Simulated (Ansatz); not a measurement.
**Effect of uniaxial strain ε_zz = −0.50 % on BeTe**

The parent structure is BeTe in the zinc blende structure (space group F-43m, No. 216; a = 5.6568 Å). Axes: x, y, z lie along the cube axes.

It is then changed as follows: uniaxial strain ε_zz = −0.50 %, all other strain components held at zero; the atoms relax in the strained cell.

The values are results of r2SCAN (Ansatz, a quantum-chemistry and plane-wave program), scalar-relativistic without spin-orbit coupling, not measurements. Γ-centred 10×10×10 mesh, Fermi–Dirac width 0.05 eV.

| quantity | base | changed | shift |
|---|---|---|---|
| volume per atom | 22.63 Å³ | 22.51 Å³ | -0.113 Å³ |
| shortest interatomic distance | 2.449 Å | 2.445 Å | -0.004 Å |
| energy relative to the base (free energy F) | 0 meV/atom | +0.2 meV/atom | +0.2 meV/atom |
| pressure (mean of the normal stresses, compression positive) | 0.01 GPa | 0.31 GPa | +0.30 GPa |
| band gap | 2.37 eV | 2.32 eV | -0.05 eV |
| gap character | – | indirect, Γ → M | – |
| smallest direct gap | 4.04 eV | 4.01 eV | -0.03 eV |
| electron mass | 2.1 mₑ along k, 0.25 mₑ across (at X) | 2.0 mₑ along k, 0.25 mₑ across (at X) | – |
| hole mass | – | 0.21 mₑ along z, 0.34 mₑ across (at Γ) | – |
| valence-band top at Γ (three highest levels, from the VBM) | 0.00, 0.00, 0.00 eV | 0.00, -0.03, -0.03 eV | – |
| valley order (the lowest conduction-band minima on the path, energy above the VBM, named in the base's zone) | X along ⟨100⟩ 2.37 eV; L along ⟨111⟩ 3.51 eV | X along [001] 2.32 eV; X along [100] 2.36 eV; L along [1-11] 3.51 eV | – |
| stress (xx, yy, zz, yz, xz, xy; compression positive) | – | (0.20, 0.20, 0.52, 0.00, 0.00, 0.00) GPa | – |

Spin-orbit coupling, missing from the scalar runs, can matter with Te. Effective masses come from finite differences of ±0.01 Å⁻¹. Along k means along the line from Γ to the band edge. No phonon test of stability was made. Labels are those of the standard path for the cell's own space group.
